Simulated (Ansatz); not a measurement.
# Response to strain in InP

Consider InP in the zinc blende structure (space group F-43m, No. 216; a = 5.878 Å). Axes: x, y, z lie along the cube axes.

Strains are applied to the cell and any free atomic positions relax; under biaxial strain the out-of-plane vector relaxes too.

All numbers come from PBEsol (Ansatz, a first-principles code), no spin-orbit coupling.

Notes on the quantities. energy relative to the base: free energy F.

| biaxial strain, plane normal [001], relaxed out of plane (%) | energy relative to the base (meV/atom) |
|---|---|
| 0 | 0.0 |
| 0.5 | ? |
| 1 | 1.4 |
| 1.5 | 3.1 |
| 2 | 5.4 |
| 2.5 | 8.3 |
| 3 | 11.8 |

Question: Fit ΔE = Aε² + Bε³ (ε in %) to the rows shown and predict the withheld row.

Answer: Least squares on the printed values gives A = 1.43 and B = -0.041 meV/atom (largest residual 0.0 meV/atom); this predicts 0.4 meV/atom, and the run gives 0.3 meV/atom, in agreement.

Whether these cells are dynamically stable was not tested.
